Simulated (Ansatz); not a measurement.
Functionals compared on the (31-40) surface of hcp Lu in its 1x1 cell, outermost plane spacing 0.56 Å in the ideal cut, in Ansatz (plane waves, PAW). The structure was relaxed with PBE; the other rows are single points on it, each with its references at the same level. Cutoff 420 eV (500 eV for r2SCAN).

Model: 26-atom slab, 10.7 Å thick at the start, 7x3x1 mesh, Fermi-Dirac 0.1 eV, dipole correction, all atoms relaxed; start symmetry kept, larger cells not searched; no spin, no spin-orbit, no U. These notes are the PBE run's.

| functional | surface energy (J/m²) | work function of the top face (eV) | rough cost of the single point |
|---|---|---|---|
| PBE | 1.13 | 3.21 | – |
| LDA | 1.31 | 3.38 | roughly 15 core-minutes |
| PBEsol | 1.25 | 3.26 | very roughly 15 core-minutes |
| RPBE | (withheld) | (withheld) | around 15 core-minutes (rough) |
| r2SCAN | 1.23 | 3.28 | very roughly 21 core-minutes |

Task: Fill in the missing entries.

Result: 
- RPBE, surface energy (J/m²): 1.02
- RPBE, work function of the top face (eV): 3.11

Ansatz is an electronic-structure program.
